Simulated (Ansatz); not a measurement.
Take SnSb in the CsCl type structure (space group Pm-3m, No. 221; a = 3.738 Å; a cell from a computed database, its experimental status unchecked; relaxed with 0.1 eV smearing) as the base. Axes: x, y, z lie along the cube axes.

Computed with plane-wave PAW DFT at the PBEsol level (Ansatz, a first-principles code, 420 eV), no SOC.

Modification: the cell is compressed by 1.98 % along x with no lateral relaxation; the atoms relax in the strained cell.

Task: How does this affect the stress?

Result: The stress (xx, yy, zz, yz, xz, xy; compression positive) amounts to (1.5, 1.2, 1.2, 0.0, 0.0, 0.0) GPa.

Task: Estimate the effect on the energy relative to the base.

Result: The energy goes up by 2.3 meV/atom.

Whether these cells are dynamically stable was not tested. All final runs are without spin polarisation. An odd electron count without spin: SnSb.
